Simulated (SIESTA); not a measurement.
SIESTA run on Fe2Pt (P-3m1, 3 atoms in the cell): self-consistent single point.

Computed with GGA PBEsol, numerical atomic orbitals DZP, PseudoDojo PBEsol standard norm-conserving potentials (rewritten from UPF to PSML) in SIESTA.

The change in words: lattice scaled by 1.015. Reference geometry:
```
Fe2Pt
1.0
    2.61760     0.00000     0.00000
   -1.30880     2.26691     0.00000
    0.00000     0.00000     6.27685
Fe Pt
2 1
Direct
  0.33333   0.66667   0.64454
  0.66667   0.33333   0.35546
  0.00000   0.00000   0.00000
```
Moments meant for the start (each program seeds them in its own way; μB, in the order of the atoms Fe Fe Pt): 4.0 4.0 0.0.

Reference input (self-consistent single point, DFT, GGA PBEsol, numerical atomic orbitals DZP, PseudoDojo PBEsol standard norm-conserving potentials (rewritten from UPF to PSML)): XC.functional = GGA; XC.authors = PBEsol; potentials = PseudoDojo PBEsol standard; PAO.BasisSize = DZP; PAO.EnergyShift = 0.01 Ry; MeshCutoff = 400 Ry; kgrid.MonkhorstPack = 11 11 4; OccupationFunction = MP; OccupationMPOrder = 0; ElectronicTemperature = 0.2 eV; Spin = polarized; DM.InitSpin = [1 +4.00, 2 +4.00, 3 +0.00]. This run's input differs from it in these lines:

```diff
@@ -12,5 +12,5 @@
 %block LatticeVectors
-     2.617600000    0.000000000    0.000000000
-    -1.308800000    2.266908000    0.000000000
-     0.000000000    0.000000000    6.276850000
+     2.656864000    0.000000000    0.000000000
+    -1.328432000    2.300912000    0.000000000
+     0.000000000    0.000000000    6.371003000
 %endblock LatticeVectors
@@ -18,4 +18,4 @@
 %block AtomicCoordinatesAndAtomicSpecies
-    -0.000001309    1.511272756    4.045680899  1
-     1.308801309    0.755635244    2.231169101  1
+    -0.000001328    1.533942100    4.106366274  1
+     1.328433328    0.766969900    2.264636726  1
      0.000000000    0.000000000    0.000000000  2
```

The program printed (abridged):

```
        iscf     Eharris(eV)        E_KS(eV)     FreeEng(eV)     dDmax    Ef(eV) dHmax(eV)
   scf:    1   -10260.212235   -10333.234817   -10333.309100  0.795814 -1.101499 35.548506
     spin moment: {S} , |S| = {        0.0        0.0    5.15332 }     5.15332
   scf:    2   -10321.407927   -10352.603579   -10352.640407  0.310990 -1.118690 17.275548
     spin moment: {S} , |S| = {        0.0        0.0    6.52604 }     6.52604
   scf:    3   -10363.876171   -10360.455334   -10360.519070  0.147531 -1.541310  8.327558
     spin moment: {S} , |S| = {        0.0        0.0    6.26728 }     6.26728
   [... lines left out ...]
     spin moment: {S} , |S| = {        0.0        0.0    5.79940 }     5.79940
   scf:   15   -10363.947199   -10363.947106   -10364.020386  0.000343 -3.228300  0.003430
     spin moment: {S} , |S| = {        0.0        0.0    5.79763 }     5.79763
   scf:   16   -10363.947112   -10363.947109   -10364.020386  0.000080 -3.228355  0.003320
     spin moment: {S} , |S| = {        0.0        0.0    5.79729 }     5.79729
   scf:   17   -10363.947151   -10363.947130   -10364.020386  0.000100 -3.228644  0.000943
     spin moment: {S} , |S| = {        0.0        0.0    5.79707 }     5.79707
SCF Convergence by DM+H criterion
max |DM_out - DM_in|         :     0.0000995997
max |H_out - H_in|      (eV) :     0.0009427160
SCF cycle converged after 17 iterations

Using DM_out to compute the final energy and forces

siesta: E_KS(eV) =           -10363.9471

siesta: E_KS - E_eggbox =    -10363.9471

siesta: Atomic forces (eV/Ang):
     1   -0.000013    0.000008    0.746212
     2    0.000013   -0.000008   -0.746218
     3    0.000000   -0.000000    0.000006
   Tot    0.000000    0.000000    0.000000
   Max    0.746218
   Res    0.351769    sqrt( Sum f_i^2 / 3N )
   Max    0.746218    constrained

Stress tensor Voigt[x,y,z,yz,xz,xy] (kbar):      -44.15      -44.06      137.50       -0.00        0.00        0.08
(Free)E + p*V (eV/cell)   -10364.4198
Target enthalpy (eV/cell)   -10364.0204

   [... lines left out ...]
siesta: FreeEng =    -10364.020386
siesta: Cell volume =         38.947281 Ang**3
siesta:         -16.43114125        -35.27646097  kBar
   [... lines left out ...]
              0.160   0.788   0.852   0.747   0.852   0.788   0.010   0.008

              0.022   0.008   0.010

mulliken: Qtot =       22.101

Mulliken Atomic Populations:
Atom #   charge [q] valence [e]      Sz [e]  Species
     1     0.081105   15.918895    2.820948  Fe
     2     0.081112   15.918888    2.820952  Fe
     3    -0.162217   18.162217    0.155167  Pt
 Total     0.000000                5.797067
```

The run converged in 17 iterations. Against the reference run the free energy goes down by 10.7 meV/atom, the pressure goes from 8.16 to -1.64 GPa, the largest force goes from 0.891 to 0.746 eV/Å and the size of the net moment goes from 1.89 to 1.93 μB/atom.

The starting cell comes from a database of computed structures (which also holds hypothetical and non-ambient phases and stackings), without a prior relaxation at this level. For this run, on top of that: lattice scaled by 1.015. The magnetic order is the one reached from the typed start; others were not searched systematically. Values carry the incompleteness of an atom-centred basis.

Cost on one core of a shared machine: roughly 2 min.
